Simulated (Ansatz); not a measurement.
For AlP (model structure, started from the BeO type, P4₂/mnm, No. 136, 8 atoms in the cell), LDA (Ansatz, a quantum-chemistry and plane-wave program, PAW) gives:

| Property | Value |
|---|---|
| lattice parameter a | 6.592 Å |
| lattice parameter c | 3.867 Å |
| bulk modulus B0 | 81.1 GPa |
| cohesive energy | 4.74 eV/atom |
| band gap | 1.65 eV |

Task: What does PBEsol (Ansatz, plane waves, PAW) give for the same quantities?

Result: 
- lattice constant a: 6.638 Å (goes up by 0.7 %)
- lattice parameter c: 3.892 Å (goes up by 0.6 %)
- bulk modulus: 78.1 GPa (decreases by 3.7 %)
- cohesive energy: 4.36 eV/atom (shrinks by 0.38 eV/atom)
- band gap: 1.67 eV (is nearly the same)

Changes are worked out from the printed values.

Unless a cell is named, each level is at its own relaxed cell (LDA 21.00, PBEsol 21.44 Å³/atom).

Density-functional gaps are differences of (generalised) Kohn–Sham levels.

Caveats: the bulk modulus is −V dP/dV from two relaxed cells at ±2 % in volume (LDA, PBEsol). Ansatz's density-functional and Hartree–Fock values are scalar-relativistic unless marked +SOC, with PAW data made under PBE.

A model structure was made by putting elements into a prototype or built by hand; it is no filed structure, need not be a known phase, and can be a saddle point held by its symmetry.
